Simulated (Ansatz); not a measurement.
Results of r²SCAN-D4 in Ansatz (plane waves, PAW) for Si3N4 (P6₃/m, No. 176).

Numerical settings: plane-wave cutoff 500 eV, 6×6×14 k mesh (along the axes of the cell as run), gaussian smearing 0.02 eV, scalar-relativistic PAW data made under PBE.

Cell (relaxed at this level):

```cif
data_N8Si6
_chemical_formula_sum 'Si6 N8'
_space_group_name_H-M_alt 'P63/m'
_space_group_IT_number 176
_space_group_name_Hall '-P 6c'
_cell_length_a 7.58942
_cell_length_b 7.58942
_cell_length_c 2.90032
_cell_angle_alpha 90.000
_cell_angle_beta 90.000
_cell_angle_gamma 120.000
loop_
_atom_site_label
_atom_site_type_symbol
_atom_site_symmetry_multiplicity
_atom_site_Wyckoff_symbol
_atom_site_fract_x
_atom_site_fract_y
_atom_site_fract_z
_atom_site_occupancy
Si1 Si 6 h 0.40604 0.23095 0.25000 1
N1 N 2 d 0.66667 0.33333 0.25000 1
N2 N 6 h 0.03096 0.33022 0.25000 1
```

### Question
What does this level give for the band gap?

### Answer

- band gap = 5.02 eV (on the SCF k mesh)

Ansatz is a first-principles code.
